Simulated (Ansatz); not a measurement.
The reference is ZnCu2SnS4 (space group I-4, No. 82; a = 5.317 Å, c = 10.643 Å).

Computed with DFT with LDA, PAW potentials and a 420 eV plane-wave cutoff in Ansatz (a program for electronic structure), scalar-relativistic without spin-orbit coupling.

Base values:

| Property | Result |
|---|---|
| Valley order | Γ 0.14 eV; X (0, 0, 1/2) 0.49 eV; M (1/2, 1/2, 1/2) 1.15 eV |
| Width of the top valence band | 1.07 eV |
| c/a ratio | 2.002 |

One thing is altered: a hydrostatic pressure of 22.5 GPa.

Q: What does the calculation give for the valley order after the change?

A: The valley order (the lowest conduction-band minima on the path, energy above the VBM, named in the base's zone) changes from Γ 0.14 eV; X (0, 0, 1/2) 0.49 eV; M (1/2, 1/2, 1/2) 1.15 eV to Γ 0.65 eV; X (0, 0, 1/2) 0.85 eV; M (1/2, 1/2, 1/2) 1.30 eV.

Q: Estimate the effect on the width of the top valence band.

A: The width of the top valence band grows by 0.47 eV, from 1.07 eV to 1.54 eV.

Q: Predict the new c/a ratio.

A: The c/a ratio goes up by 0.0036, from 2.002 to 2.005.

The levels and masses belong to the bands next to the band gap. Load acts through the strain it causes; cell and atoms are relaxed under it. Stability against distortions was not tested. No other phases were tried under pressure. The final runs are not spin-polarised.
